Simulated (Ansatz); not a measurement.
The starting structures come from a database of crystals and need not be the phases stable at ambient conditions.

 Where the default PAW files enter, the runs use the earlier of Ansatz's two default sets.

The decay constant κ of evanescent states in the gap governs leakage through a thin film.

Data:

```
Ba2LaO6Sb
1.0
    6.09506     0.00000     0.00000
    3.00429     5.30321     0.00000
   -3.00429    -1.75094     5.00582
Ba La Sb O
2 1 1 6
Direct
  0.74856   0.74856   0.25144
  0.25144   0.25144   0.74856
  0.00000   0.00000   0.00000
  0.50000   0.50000   0.50000
  0.31292   0.22896   0.27368
  0.68708   0.77104   0.72632
  0.72632   0.31292   0.77104
  0.27368   0.68708   0.22896
  0.22896   0.72632   0.68708
  0.77104   0.27368   0.31292
```

Space group of this cell: R-3. The cell is taken as given; by PBEsol its mean pressure is -1.6 GPa.

Transport runs along the normal of the first two printed cell vectors, the (101) plane of the conventional cell.

The gap is the functional's own, uncorrected, and κ follows it; spin-orbit coupling is left out. Mid-gap values are interpolated between the computed energies.

Question: Predict the band gap and the smallest decay constant κ at mid-gap from PBEsol (Ansatz, a first-principles code).

Answer: Gap 4.11 eV on a 6×6×6 mesh; κ = 0.342 1/Å, at the zone centre.
